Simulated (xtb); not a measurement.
xtb 6.7.1, GFN2-xTB: Ge(Me)(Et)2(NMe2) (C[CH2][Ge]([CH3])([CH2]C)[N](C)C), 28 atoms. The geometry is a generated start, not checked to be a minimum at this level.

| Quantity | Value |
|---|---|
| run flags | --grad |
| method | GFN2-xTB |
| --acc | 1 (default) |
| --etemp (K) | 300 (default) |
| basis functions | 61 |
| valence electrons | 56 |

```xyz
28

C      1.9245    -2.2114     0.0442
C      1.6999    -0.8649     0.7158
Ge     0.1901     0.1658    -0.1099
C      0.4950     0.3742    -2.0662
C     -0.0248     1.9715     0.7904
C      0.8824     3.0457     0.2105
N     -1.3296    -0.9104     0.0352
C     -2.5076    -0.5183    -0.7071
C     -1.6895    -1.4327     1.3336
H      1.0074    -2.7961     0.0566
H      2.2220    -2.0721    -0.9928
H      2.7050    -2.7761     0.5530
H      2.6033    -0.2581     0.6391
H      1.5106    -1.0069     1.7801
H      0.2884    -0.5615    -2.5757
H      1.5306     0.6449    -2.2496
H     -0.1348     1.1475    -2.4954
H      0.1776     1.8516     1.8554
H     -1.0664     2.2819     0.6955
H      0.6589     3.2083    -0.8415
H      0.7485     3.9890     0.7386
H      1.9270     2.7534     0.2931
H     -3.1007     0.2479    -0.1881
H     -3.1492    -1.3913    -0.8608
H     -2.2116    -0.1311    -1.6797
H     -2.2425    -0.7067     1.9469
H     -0.7905    -1.7275     1.8709
H     -2.3242    -2.3162     1.2079
```

One run each on 1 thread. Values of broydamp tried: 0.02, 0.05, 0.1, 0.2, 0.4 (default), 0.6, 0.8, 1.

Question: Which value of broydamp needs the fewest SCC iterations, and what happens away from it?

Answer: Fewest SCC iterations, within one of each other: 0.2 with 12, 0.4 (default) with 11, 0.6 with 12. The count rises to 18 at 0.02. All converge to one solution.

| broydamp | SCC iterations | end |
|---|---|---|
| 0.02 | 18 | same solution |
| 0.05 | 16 | same solution |
| 0.1 | 15 | same solution |
| 0.2 | 12 | same solution |
| 0.4 (default) | 11 | same solution |
| 0.6 | 12 | same solution |
| 0.8 | 14 | same solution |
| 1 | 15 | same solution |
